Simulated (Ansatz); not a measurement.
**A computed series for InPd: response to strain**

The parent structure is InPd in the CsCl type structure (space group Pm-3m, No. 221; relaxed with 0.1 eV smearing).

```
InPd
1.0
    3.24799     0.00000     0.00000
    0.00000     3.24799     0.00000
    0.00000     0.00000     3.24799
In Pd
1 1
Cartesian
  1.62400   1.62400   1.62400
  0.00000   0.00000   0.00000
```

Cartesian axes are those of the cell as printed.

Strains are applied to the cell and any free atomic positions relax; under biaxial strain the out-of-plane vector relaxes too.

Level of theory: PBEsol (Ansatz, an electronic-structure program; PAW; 420 eV plane waves; no SOC).

Notes on the quantities. energy relative to the base: free energy F.

| biaxial strain, plane normal [001], relaxed out of plane (%) | energy relative to the base (meV/atom) |
|---|---|
| -3 | 6.9 |
| -2.5 | ? |
| -2 | 3.0 |
| -1.5 | 1.6 |
| -1 | 0.7 |
| -0.5 | 0.2 |
| 0 | 0.0 |

Task: Fit ΔE = Aε² + Bε³ (ε in %) to the rows shown and predict the withheld row.

Result: Least squares on the printed values gives A = 0.689 and B = -0.026 meV/atom (largest residual 0.0 meV/atom); this predicts 4.7 meV/atom, and the run gives 4.7 meV/atom, in agreement.

Stability against distortions was not tested. The final runs are not spin-polarised.
